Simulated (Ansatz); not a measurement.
**Point defects in MoSe2**

Consider a 12-atom supercell of MoSe$_{2}$ in the 2H-MoS2 type structure (space group P6_3/mmc, No. 194; a = 3.277 Å, c = 12.732 Å; layered, stacked along the Cartesian z axis) at its relaxed geometry.

One neutral defect a cell, atoms relaxed at fixed cell.

Computed with DFT with PBE-D3(BJ), PAW potentials and a 420 eV plane-wave cutoff in Ansatz (a quantum-chemistry and plane-wave program), spin-orbit coupling left out.

```tsv
case	largest displacement of a host atom from its site in the perfect cell	pressure
perfect supercell	–	0.0 GPa
Ir on a Se site	0.19 Å	-2.2 GPa
S on a Se site, symmetric start	0.06 Å	-1.0 GPa
Se on a Mo site (antisite)	0.27 Å	2.9 GPa
```

The magnetic state is the one reached from the starting moments; the real material's order can differ, and small cells can't hold many antiferromagnetic ones. In so small a cell the defect repeats every few ångströms: this is an ordered compound, not a dilute defect. A case with no gap was solved on a k-mesh chosen for an insulator, which is coarse for it. Defects with a symmetric start kept the site's symmetry and may sit on a saddle; the others started slightly shaken. Seeded moments were not kept for S on a Se site and Se on a Mo site (antisite).
